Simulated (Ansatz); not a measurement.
The reference is MgS in the rock salt structure (space group Fm-3m, No. 225; a = 5.182 Å). Axes: x, y, z lie along the cube axes.

Now apply this change: strain tensor (xx, yy, zz, yz, xz, xy) = (+1.63, +1.73, +1.46, −0.68, +0.41, −0.89) %; the atoms relax in the strained cell.

Levels (all Ansatz, a quantum-chemistry and plane-wave program, PAW): PBEsol (420 eV, no spin-orbit coupling); PBEsol+SOC (420 eV, with spin-orbit coupling).

The geometry is relaxed with PBEsol.

```
Property                       Result
--------------------------  ---------
PBEsol smallest direct gap    3.23 eV
PBEsol pressure             -3.38 GPa
PBEsol band gap               2.53 eV
```

Question: Predict the smallest direct gap, pressure and band gap from PBEsol+SOC.

Answer: The smallest direct gap drops by 0.015 eV (3.23 eV → 3.22 eV); the pressure stays -3.38 GPa; the band gap shrinks by 0.02 eV, from 2.53 eV to 2.51 eV.

Single points use the geometry relaxed with PBEsol. The spin-orbit shifts are approximate. No phonon test of stability was made.
